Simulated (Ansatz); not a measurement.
The reference is W in the bcc (W type) structure (space group Im-3m, No. 229; relaxed with 0.1 eV smearing).

```yaml
crystal:
  lattice:
    - [-1.57711, 1.57711, 1.57711]
    - [1.57711, -1.57711, 1.57711]
    - [1.57711, 1.57711, -1.57711]
  atoms:
    - { symbol: W, position: [0.00000, 0.00000, 0.00000] }
```

Cartesian axes are those of the cell as printed.

Method: PBEsol, PAW, 420 eV (Ansatz, an electronic-structure program; without spin-orbit coupling).

Strains are applied to the cell and any free atomic positions relax; under biaxial strain the out-of-plane vector relaxes too.

One change was made to it. Results:

The pressure (mean of the normal stresses, compression positive) goes from zero to 4.0 GPa; the volume per atom drops by 0.19 Å³ to 15.50 Å³; the energy rises by 5.9 meV/atom.

### Question
What was done to the base?
(A) biaxial strain −2.50 %, plane normal [001], relaxed out of plane
(B) biaxial strain −1.00 %, plane normal [001], relaxed out of plane
(C) biaxial strain +1.00 %, plane normal [001], relaxed out of plane
(D) biaxial strain −2.00 %, plane normal [001], relaxed out of plane

### Answer
B, biaxial strain −1.00 %, plane normal [001], relaxed out of plane. For comparison, the pressure in the other runs: biaxial strain +1.00 %, plane normal [001], relaxed out of plane gives -3.8 GPa; biaxial strain −2.50 %, plane normal [001], relaxed out of plane gives 10.4 GPa; biaxial strain −2.00 %, plane normal [001], relaxed out of plane gives 8.3 GPa.

Stability against distortions was not tested. The final runs are not spin-polarised.
